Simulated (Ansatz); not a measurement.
Ta (model structure, P6₃/mmc, No. 194, 2 atoms in the cell)

All values below come from r²SCAN (Ansatz, a first-principles code, plane waves, PAW).

Settings: plane-wave cutoff 560 eV, 24×24×12 k mesh (along the axes of the cell as run), Fermi–Dirac smearing 0.05 eV, scalar-relativistic PAW data made under PBE.

Cell (relaxed at this level):

```xyz
2
Lattice="2.8887 0.0000 0.0000 -1.4444 2.5017 0.0000 0.0000 0.0000 5.1174" Properties=species:S:1:pos:R:3 pbc="T T T"
Ta     0.0000     1.6678     3.8380
Ta     1.4444     0.8339     1.2793
```

```yaml
band_gap: zero (no gap)
bulk_modulus: 197 GPa
```

Note: the bulk modulus is −V dP/dV from two relaxed cells at ±2 % in volume; the relaxation could raise the start's symmetry but not lower it, so the cell can be a saddle point.

Spin–orbit coupling is not included.

The computed numbers hold no vibrational or temperature effects.

Computing time: very roughly 4 core-minutes.

A model structure was made by putting elements into a prototype or built by hand; it is no filed structure, need not be a known phase, and can be a saddle point held by its symmetry.
